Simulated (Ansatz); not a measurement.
The starting structures come from a database of crystals and need not be the phases stable at ambient conditions.

Data:

```yaml
crystal:
  lattice:
    - [6.19953, -0.00086, 0.00719]
    - [-3.10032, 5.36863, 0.00719]
    - [1.00767, 1.74526, 6.50713]
  atoms:
    - { symbol: Cd, position: [0.66801, 0.33199, 0.00000] }
    - { symbol: Cd, position: [0.33199, 0.66801, 0.00000] }
    - { symbol: P, position: [0.94419, 0.94419, 0.17283] }
    - { symbol: P, position: [0.05581, 0.05581, 0.82717] }
    - { symbol: S, position: [0.60025, 0.91555, 0.26334] }
    - { symbol: S, position: [0.39975, 0.08445, 0.73666] }
    - { symbol: S, position: [0.08445, 0.39975, 0.73666] }
    - { symbol: S, position: [0.91555, 0.60025, 0.26334] }
    - { symbol: S, position: [0.76703, 0.76703, 0.74187] }
    - { symbol: S, position: [0.23297, 0.23297, 0.25813] }
```

Space group of this cell: C2/m. The cell was relaxed by PBE-D3(BJ); by PBEsol its mean pressure is -0.5 GPa.

Transport runs along the normal of the first two printed cell vectors.

No gap correction and no spin-orbit coupling; mid-gap values are interpolated between computed energies.

Question: Give the band gap and the smallest decay constant κ at mid-gap that PBEsol run with Ansatz (an electronic-structure program) yields.

Answer: Gap 1.68 eV on a 6×6×6 mesh; κ = 0.280 1/Å, at the zone centre.
